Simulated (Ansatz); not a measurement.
Base system: HfO$_{2}$ in the CdI2 type structure (space group P-3m1, No. 164; a = 3.2085 Å, c = 4.5149 Å; a hypothetical phase, not in the database extracts checked; layered, stacked along the Cartesian z axis).

It is then changed as follows: cell and atoms relaxed at a pressure of 1.8 GPa.

Levels (all Ansatz, a quantum-chemistry and plane-wave program, PAW): PBEsol-D3(BJ) (420 eV, scalar-relativistic without spin-orbit coupling); r2SCAN (500 eV, scalar-relativistic without spin-orbit coupling); HSE06 (420 eV, no spin-orbit coupling).

At the geometry relaxed with PBEsol-D3(BJ), these levels gave the following band gaps, in shuffled order: (a) 5.91 eV, (b) 4.22 eV, (c) 4.78 eV.

Task: Match each gap to its level.

Result: (a) HSE06; (b) PBEsol-D3(BJ); (c) r2SCAN.

Single points use the geometry relaxed with PBEsol-D3(BJ). HSE06 gaps are upper bounds (no full band path). Spin-orbit coupling, missing from the scalar runs, can matter with Hf. Load acts through the strain it causes; cell and atoms are relaxed under it. Stability against distortions was not tested.
